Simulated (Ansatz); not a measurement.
Re (model structure, Im-3m, No. 229, 1 atoms in the cell) was calculated with PBEsol (PAW; Ansatz, a first-principles code).

Settings: plane-wave cutoff 520 eV, 24×24×24 k mesh, Fermi–Dirac smearing 0.05 eV, no spin polarisation, scalar-relativistic PAW data made under PBE.

Cell (relaxed at this level):

Re is modelled in the cubic space group Im-3m (No. 229), the bcc (W type) structure, Pearson symbol cI2. Lattice parameters: a = 3.0851 Å, b = 3.0851 Å, c = 3.0851 Å, α = 90.00°, β = 90.00°, γ = 90.00°. Re on 2a sees 8 Re at 2.672 Å and 6 Re at 3.085 Å. (Neighbours: up to the widest gap in distance over summed covalent radii, below 1.35, at either atom.)
(The calculation used a cell of 1 atom; values per cell refer to that cell.)

Question: Predict the bulk modulus B0.

Answer: 
bulk modulus B0: 382 GPa

Note: the run has no spin polarisation, so it can have missed a magnetic state; the bulk modulus is −V dP/dV from two relaxed cells at ±2 % in volume; the relaxation could raise the start's symmetry but not lower it, so the cell can be a saddle point.

Spin–orbit coupling is not included.

Static lattice: no zero-point or thermal effects.

Cost on a shared machine: roughly 30 core-seconds.

A model structure was made by putting elements into a prototype or built by hand; it is no filed structure, need not be a known phase, and can be a saddle point held by its symmetry.
